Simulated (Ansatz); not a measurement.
The structure below was relaxed with Ansatz (a first-principles code) r2SCAN, no SOC, at pressure 2.1 GPa.

```xyz
2
Lattice="0.0000 2.2572 2.2572 2.2572 0.0000 2.2572 2.2572 2.2572 0.0000" Properties=species:S:1:pos:R:3 pbc="T T T"
Hf     0.0000     0.0000     0.0000
N      2.2572     2.2572     2.2572
```

Q: Find the space group and the Wyckoff positions.

A: Space group Fm-3m (No. 225); a = b = c = 4.5144 Å, α = β = γ = 90.00°

```json
[
 {"atom": "Hf", "site": "4a", "symmetry": "m-3m", "x": "0.0000", "y": "0.0000", "z": "0.0000"},
 {"atom": "N", "site": "4b", "symmetry": "m-3m", "x": "0.5000", "y": "0.5000", "z": "0.5000"}
]
```

Q: Describe the coordination.

A: The crystal has 8 atoms in its conventional cell. Lattice parameters: a = 4.5144 Å, b = 4.5144 Å, c = 4.5144 Å, α = 90.00°, β = 90.00°, γ = 90.00°. Hf has 6 N at 2.257 Å (octahedral). N has 6 Hf at 2.257 Å (octahedral). (Neighbours: up to the widest gap in distance over summed covalent radii, below 1.35, at either atom; cation-cation and far metal-metal contacts left out.)

Load acts through the strain it causes; cell and atoms are relaxed under it. Whether these cells are dynamically stable was not tested. All final runs are without spin polarisation. The cell was made from HfN in the rock salt structure (space group Fm-3m, No. 225) by this change: pressure 2.1 GPa.
